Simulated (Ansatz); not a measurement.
End structure of a constructed model of the (111)B surface of zinc-blende AlAs, As-terminated, 2x2 Al adatom at T1 (bottom of the slab: 3 H on 4 bottom sites):

```xyz
36
Lattice="8.1015 0.0000 0.0000 -4.0507 7.0161 0.0000 0.0000 0.0000 31.0000" Properties=species:S:1:pos:R:3 pbc="T T T"
Al     1.9695     1.2016     9.5674
Al     6.1319     1.2016     9.5674
Al     0.0000     4.6129     9.5674
Al     4.0507     4.6774    10.2233
As     0.0000     2.3387    10.5186
As     4.0507     2.2707    10.4773
As    -1.9665     5.8807    10.4773
As     1.9665     5.8807    10.4773
Al     0.0000     2.3387    12.9729
Al     4.0507     2.3387    12.9729
Al    -2.0254     5.8467    12.9729
Al     2.0254     5.8467    12.9729
As     0.0000     0.0000    13.7997
As     4.0507     0.0000    13.7997
As    -2.0254     3.5080    13.7997
As     2.0254     3.5080    13.7997
Al     0.0000    -0.0191    16.2950
Al     4.0507     0.0000    16.2770
Al    -2.0419     3.5176    16.2950
Al     2.0419     3.5176    16.2950
As     2.0289     1.1673    17.0872
As     6.0726     1.1673    17.0872
As     0.0000     4.6814    17.0872
As     4.0507     4.6774    17.1464
Al     2.1756     1.0826    19.6102
Al     5.9259     1.0826    19.6102
Al     0.0000     4.8508    19.6102
Al     4.0507     4.6774    19.6626
As     0.0000     2.3387    19.9413
As     4.0507     2.3537    20.5868
As    -2.0384     5.8392    20.5868
As     2.0384     5.8392    20.5868
H      2.0075     1.1797     7.9770
H      6.0940     1.1797     7.9770
H      0.0000     4.6567     7.9770
Al     0.0000     2.3387    22.3862
```

Model: 36-atom slab, 14.8 Å thick at the start with caps and adatoms, 3x3x1 mesh, Fermi-Dirac 0.025 eV, dipole correction, 8 atoms held, the rest relaxed; symmetry of the start imposed; no spin (in PBE a spin-polarised start ends no clearly lower), no spin-orbit, no U. The slab shows no gap on its mesh. In PBE it lies 0.55 eV a 1x1 cell over the lowest computed structure of the same composition (2x2 Al adatom at H3).

Estimate the work function of the top face that PBE in Ansatz (a program for electronic structure) returns for this input.

4.98 eV
